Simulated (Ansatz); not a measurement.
The starting structures come from a database of crystals and need not be the phases stable at ambient conditions.

By PBEsol, the system below comes out a metal.

Without scattering a metal conducts by its projected Fermi surface.

```yaml
crystal:
  lattice:
    - [2.53526, 0.00000, 0.00000]
    - [0.00000, 2.53526, 0.00000]
    - [0.00000, 0.00000, 2.58700]
  atoms:
    - { symbol: Be, position: [0.00000, 0.00000, 0.00000] }
    - { symbol: Ni, position: [0.50000, 0.50000, 0.50000] }
```

Space group of this cell: P4/mmm. The cell is strained (lengths across the current scaled by 0.98, ions clamped); by PBEsol its mean pressure is 7.8 GPa.

The current flows along the normal of the first two printed cell vectors, the (001) (indices of the unstrained crystal) plane of the conventional cell. No spin-orbit coupling; the value is a mean over 0.1 eV about the Fermi level.

**Question.** Estimate the ballistic conductance per area that Ansatz (an electronic-structure program) with PBEsol returns for this system.

**Answer.** 1.2 × 10¹⁵ S/m² for both spins.
